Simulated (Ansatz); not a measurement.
## Response to strain in CuI

The reference is CuI in the zinc blende structure (space group F-43m, No. 216; a = 5.939 Å). Axes: x, y, z lie along the cube axes.

Strains are applied to the cell and any free atomic positions relax.

Computed with Kohn–Sham DFT with the PBEsol functional, run in Ansatz (an electronic-structure program) with PAW and 420 eV plane waves, no spin-orbit coupling.

Notes on the quantities. energy relative to the base: free energy F.

```csv
change,band gap,energy relative to the base,shortest interatomic distance
base,1.17 eV,0 meV/atom,2.572 Å
tensor shear ε_xy = +0.86 %,1.16 eV,+0.6 meV/atom,2.571 Å
tensor shear ε_xy = +2.00 %,1.13 eV,+3.2 meV/atom,2.570 Å
tensor shear ε_xy = +0.29 %,1.17 eV,+0.1 meV/atom,2.571 Å
tensor shear ε_xy = +1.43 %,1.14 eV,+1.6 meV/atom,2.570 Å
tensor shear ε_xy = +1.14 %,1.15 eV,+1.0 meV/atom,2.571 Å
tensor shear ε_xy = +1.71 %,1.14 eV,+2.3 meV/atom,2.570 Å
tensor shear ε_xy = +0.57 %,1.16 eV,+0.3 meV/atom,2.571 Å
```

Spin-orbit coupling, missing from the scalar runs, can matter with I. Whether these cells are dynamically stable was not tested. All final runs are without spin polarisation.
